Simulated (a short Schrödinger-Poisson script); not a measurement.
Stack: gated Al0.33Ga0.67N/GaN polarisation-induced gas, at 20 K.

```
layer       material  thickness (nm)  Na (cm⁻³)
-----  -------------  --------------  ---------
1      Al0.33Ga0.67N              20          -
2                GaN            6000       3e14
```

The device is made up for the run: typed textbook-type constants, with dimensions and the other settings drawn at random. Al0.33Ga0.67N: permittivity 9.3, conduction-band edge (eV) 0.462, gap (eV) 4.09, electron mass (mₑ) 0.24, Nv at 300 K (cm⁻³) 4.6e19. GaN: permittivity 9.5, conduction-band edge (eV) 0, gap (eV) 3.43, Nv at 300 K (cm⁻³) 4.6e19.

Channel valleys (confinement mass, in-plane density-of-states mass, number): Γ 0.2, 0.2, 1. At the gate the conduction-band edge of layer 1 lies 1.27 eV − eVg above the Fermi level of the channel; the field vanishes at the back. Sheet of polarisation charge: +1.6e13 e/cm² at 20 nm from the gate. The barrier under the gate holds no holes. Gaps are held at their typed values at every temperature. Mesh 0.08 nm at interfaces.

Solved with a short Schrödinger-Poisson script written for these runs: 1D Poisson equation in equilibrium, electrons quantum, Hartree (BenDaniel-Duke, 40 states a valley, the channel's in-plane mass for all, wave functions free to enter the barrier), parabolic valleys, classical holes, full ionisation, no traps, pinning or gate leakage.

The same stack at other levels of the model or other numerical settings:

| run | sheet density of all electrons at Vg = 0.5 V (cm⁻²) | sheet density of all electrons at Vg = -3.5 V (cm⁻²) | capacitance at Vg = 0.5 V (μF/cm²) | centroid of the channel electrons at Vg = 0.5 V (nm) | rough cost against the base |
|---|---|---|---|---|---|
| base | 1.40e13 | 4.28e12 | 0.397 | 1.72 | about 1 |
| electrons treated as classical, Boltzmann | 1.50e13 | 4.77e12 | (withheld) | 0.12 | 0.02 |
| electrons treated as classical, Fermi-Dirac | 1.40e13 | 4.38e12 | (withheld) | (withheld) | 0.08 |
| electrons treated as quantum, Hartree plus LDA exchange-correlation | 1.41e13 | 4.36e12 | 0.398 | 1.57 | 2 |
| mesh six times as coarse | 1.40e13 | 4.27e12 | 0.398 | 1.65 | 0.2 |
| one subband a valley | 1.40e13 | 4.28e12 | 0.395 | 1.40 | 0.3 |

Problem. Fill in the missing entries.

Solution. 
- electrons treated as classical, Fermi-Dirac, centroid of the channel electrons at Vg = 0.5 V (nm): 1.50
- electrons treated as classical, Boltzmann, capacitance at Vg = 0.5 V (μF/cm²): 0.410
- electrons treated as classical, Fermi-Dirac, capacitance at Vg = 0.5 V (μF/cm²): 0.388

The classical rows ignore confinement, and Boltzmann statistics overrate the density once the band edge passes the Fermi level.
